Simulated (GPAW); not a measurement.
GPAW run on Ca (Fm-3m, 1 atom in the cell): self-consistent single point.

Level of theory: PBEsol, GPAW PAW datasets PBEsol (made by gpaw-setup) (plane waves; GPAW 25.7.0).

```
Ca
1.0
    0.00000     2.79837     2.79837
    2.79837     0.00000     2.79837
    2.79837     2.79837     0.00000
Ca
1
Direct
  0.00000   0.00000   0.00000
```

Reference input (self-consistent single point, DFT PBEsol, plane waves, GPAW PAW datasets PBEsol (made by gpaw-setup)): mode = pw; ecut = 550 eV; xc = PBEsol; kpts = 8 8 8; mesh shift (steps) = 0 0 0; occupations.name = methfessel-paxton; occupations.width = 0.1 eV; occupations.order = 0; nbands = -7; symmetry.symmorphic = false; symmetry.tolerance = 0.0005; maxiter = 100. This run's input differs from it in these lines:

```diff
@@ -13,4 +13,4 @@
             xc='PBEsol',
-            kpts={'size': (8, 8, 8), 'gamma': True},
-            occupations={'name': 'methfessel-paxton', 'width': 0.1, 'order': 0},
+            kpts=(9, 9, 9),
+            occupations={'name': 'methfessel-paxton', 'width': 0.05, 'order': 0},
             nbands=-7,
```

Output, abridged:

```
     iter     time        total  log10-change:
                         energy   eigst   dens
iter:   1 --:--:--    -2.085818
iter:   2 --:--:--    -2.215796   -0.94  -1.62
iter:   3 --:--:--    -2.223569   -1.88  -1.65
iter:   4 --:--:--    -2.225220   -2.29  -1.68
iter:   5 --:--:--    -2.224283c  -3.54  -2.34
iter:   6 --:--:--    -2.220896c  -3.57  -2.38
iter:   7 --:--:--    -2.220842c  -4.93  -2.99
iter:   8 --:--:--    -2.220841c  -6.02  -3.36
iter:   9 --:--:--    -2.220841c  -7.03  -3.33
iter:  10 --:--:--    -2.220841c  -7.97c -4.06c
Converged after 10 iterations.

Dipole moment: (-0.000000, 0.000000, -0.000000) |e|*Ang

Energy contributions relative to reference atoms: (reference = -18487.552579)

Kinetic:         -0.466508
Potential:       +2.409511
External:        +0.000000
XC:              -3.662807
Entropy (-ST):   -0.001780
Local:           -0.500146
SIC:             +0.000000
--------------------------
Free energy:     -2.221731
Extrapolated:    -2.220841

Showing only first 2 kpts
 Kpt  Band  Eigenvalues  Occupancy
  0     3    -19.91047    2.00000
  0     4     -0.90978    2.00000
  0     5      5.31704    0.00000
  0     6      5.31704    0.00000

  1     3    -19.91569    2.00000
  1     4     -0.63907    2.00000
  1     5      5.05752    0.00000
  1     6      5.42159    0.00000

Fermi level: 3.05068

No gap
No difference between direct/indirect transitions
Energy (eV): -2.220841

Forces in eV/Ang:
  0 Ca   -0.00000    0.00000    0.00000

Stress tensor:
     0.007044     0.000000    -0.000000
     0.000000     0.007044    -0.000000
    -0.000000    -0.000000     0.007044
Stress (GPa, Voigt): [ 1.1285  1.1285  1.1285 -0.     -0.      0.    ]
```

The run converged in 10 iterations. GPAW prints stress with tension positive. Against the reference run the free energy rises by 4.5 meV/atom and the pressure hardly changes (-1.20 to -1.13 GPa).

The starting cell has typed, rounded lattice constants, without a prior relaxation at this level. Its lattice was rescaled by up to half a per cent.
